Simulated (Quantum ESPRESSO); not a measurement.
## Variants of one calculation on TiCrCuS4 (Cm, 7 atoms in the cell)

```
TiCrCuS4
1.0
    6.50971    -1.74671     0.00000
    6.50971     1.74671     0.00000
   -2.74373     0.00000     5.32619
Ti Cr Cu S
1 1 1 4
Direct
  0.75566   0.75566   0.73360
  0.24391   0.24391   0.25626
  0.50131   0.50131   0.50125
  0.62362   0.62362   0.29409
  0.37783   0.37783   0.70723
  0.13404   0.13404   0.80180
  0.86362   0.86362   0.20577
```
Moments meant for the start (each program seeds them in its own way; μB, in the order of the atoms Ti Cr Cu S S S S): 0.0 3.0 0.0 0.0 0.0 0.0 0.0.

Base run A: PBEsol, GBRV 1.5 ultrasoft (PBESOL) pseudopotentials (Quantum ESPRESSO), self-consistent single point.

Its settings: ecutwfc = 50 Ry; ecutrho = 400 Ry; occupations = smearing; smearing = cold; degauss = 0.0073499 Ry; nspin = 2; K_POINTS = automatic 6 6 4 0 0 0; conv_thr = 1e-10 Ry; mixing_beta = 0.3.

The starting cell comes from a database of computed structures (which also holds hypothetical and non-ambient phases and stackings), without a prior relaxation at this level. Its lattice was rescaled by a random factor within 2.5 % of one. With one magnetic atom in the cell only a parallel order is possible. In the base run, with a pressure of about -7 GPa the cell is away from its equilibrium volume at this level.

ΔF is the free energy per atom less that of run A. 

Run A gave: pressure (GPa) -7.10; largest force (eV/Å) 0.319; size of the net moment (μB/atom) 0.43.

Runs:
- B: lattice scaled by 1.015; ecutwfc: 50 Ry → 30 Ry; ecutrho: 400 Ry → 240 Ry
- C: ecutrho: 400 Ry → 100 Ry
- D: ecutwfc: 50 Ry → 20 Ry; ecutrho: 400 Ry → 160 Ry

What does run D change against A?

The free energy rises by 8.13 eV/atom, the pressure goes from -7.10 to -367.4 GPa, the largest force goes from 0.319 to 0.250 eV/Å and the size of the net moment stays at 0.43 μB/atom.

What does run C change against A?

The free energy drops by 62.6 meV/atom, the pressure goes from -7.10 to -3.81 GPa, the largest force goes from 0.319 to 0.415 eV/Å and the size of the net moment stays at 0.43 μB/atom.

```tsv
run	ΔF (meV/atom)	pressure (GPa)	largest force (eV/Å)	size of the net moment (μB/atom)
A	0.00	-7.10	0.319	0.43
B	209.3	-23.33	0.676	0.43
C	-62.6	-3.81	0.415	0.43
D	8131.5	-367.37	0.250	0.43
```
